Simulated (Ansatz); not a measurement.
**N interstitial started as a split pair with N in metastable zinc-blende AlN**

These are PBE, PAW (plane waves to 420 eV; Ansatz, a quantum-chemistry and plane-wave program) values and carry that method's errors. The supercell holds 64 host sites (2×2×2 repeats of the unit cell), with a 2×2×2 shifted k-point sampling for the final energies. Site at the start: split with N. Energies of charged states are corrected for periodic images (point charge plus alignment at distant sites). Dielectric constants: PBE linear response of the host. Host gap at this level: 3.31 eV. These values are not converged in cell size to better than tenths of an eV. The semilocal functional narrows the gap, so deep levels can fall outside it. Spin–orbit coupling is left out. Each state is the lowest found from its start.

Formation energies E_f are given with the Fermi level at the valence-band maximum. Chemical conditions: Al-rich (Δμ(N) = -2.69 eV; only phases computed here count, gases as isolated molecules at 0 K); N-rich (Δμ(N) = 0.00 eV; only phases computed here count, gases as isolated molecules at 0 K). Reference phases: N: N2 molecule in a box.

The name describes the start; the neighbours show where the added atom ended.

```
charge         moment (μB)  largest move off a lattice site (Å)                neighbours of the added atom at the end (Å)  image correction with alignment (eV)  E_f, Al-rich (eV)  E_f, N-rich (eV)  above the lowest spin state (eV)
------  ------------------  -----------------------------------  ---------------------------------------------------------  ------------------------------------  -----------------  ----------------  --------------------------------
+3†     not spin-polarised                                 0.46                                   N 1.16, Al 2.08, Al 2.08                                  2.45                  –                 –                              0.00
+2                     1.0                                 0.38                                   N 1.22, Al 1.97, Al 1.97                                  1.22               5.84              3.15                              0.00
+1                     2.0                                 0.30                 N 1.28, Al 1.89, Al 1.89, Al 2.64, Al 2.64                                  0.39               6.04              3.34                              0.00
+1      not spin-polarised                                 0.47                          N 1.29, Al 1.97, Al 1.98, Al 1.98                                  0.38               6.56              3.86                              0.52
0                      1.0                                 0.42  N 1.37, Al 1.88, Al 1.88, Al 1.96, N 2.72, N 2.72, N 2.79                                  0.00               7.59              4.90                              0.00
−1      not spin-polarised                                 0.28  N 1.50, Al 1.76, Al 1.92, Al 1.92, N 2.53, N 2.75, N 2.75                                  0.09               9.77              7.07                              0.00
```

† Not settled in this cell, so no level is given: charge +3: level within 0.1 eV of a band edge or past it.

No other site or start that was run ended lower by more than 0.1 eV.

Transition levels above the valence-band maximum: ε(+2/+1) = 0.19 eV; ε(+1/0) = 1.55 eV; ε(0/−1) = 2.18 eV. On the lower envelope of the bound states, inside the gap: (+2/+1) at 0.19 eV; (+1/0) at 1.55 eV; (0/−1) at 2.18 eV.

Flagged in the runs: a doubtful potential alignment, a strain field that reaches the edge of the cell.
